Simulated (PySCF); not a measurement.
PySCF 2.14.0, B3LYP/def2-svp, df: Pd(OH)2(en) ([OH][Pd]1([OH])<-[NH2]CC[NH2]->1), 17 atoms. The geometry is a generated start, not checked to be a minimum at this level.

| Property | Value |
|---|---|
| task | energy |
| method | b3lyp |
| basis | def2-svp |
| two-electron scheme | density fitting |
| mol.max_memory | 3000 MB |
| mf.max_cycle | 100 |
| mf.init_guess | minao (default) |
| mf.DIIS | CDIIS (default) |
| mf.conv_tol | 1e-09 (default) |
| mf.grids.level | 3 (default) |
| effective core potentials | those of the basis set, past Kr |
| basis functions | 165 |
| grid points | 204464 |

```xyz
17

Pd     1.0676    -0.7925     0.0552
O      3.0263    -0.5496     0.3132
H      3.2869     0.2668    -0.1319
O      1.3336    -2.7298     0.2094
H      2.2861    -2.7938     0.3531
C     -1.6784     0.2131     0.2789
C     -0.9594     1.3866    -0.4001
N      0.4636     1.3589    -0.0505
N     -1.0482    -1.0394    -0.1240
H     -2.7479     0.2483     0.0239
H     -1.5786     0.3138     1.3643
H     -1.4413     2.3316    -0.1047
H     -1.0463     1.2778    -1.4865
H      0.6004     1.6401     0.9206
H      1.0016     1.9926    -0.6344
H     -1.2914    -1.3040    -1.0772
H     -1.2746    -1.8205     0.4907
```

Charge 0 and multiplicity 1 are set for this test and not shown to be the ground state.

One run each on 2 threads, 1 BLAS thread. Values of diis_space tried: 3, 5, 8 (default), 12, 20.

**Question.** Predict the course of the Fock builds along this series.

**Answer.** Fewest Fock builds, within one of each other: 8 (default) with 16, 12 with 17, 20 with 17. The count rises to 35 at 3. All converge to one solution.

```json
[
 {"diis_space": "3", "Fock builds": "35", "end": "same solution"},
 {"diis_space": "5", "Fock builds": "20", "end": "same solution"},
 {"diis_space": "8 (default)", "Fock builds": "16", "end": "same solution"},
 {"diis_space": "12", "Fock builds": "17", "end": "same solution"},
 {"diis_space": "20", "Fock builds": "17", "end": "same solution"}
]
```
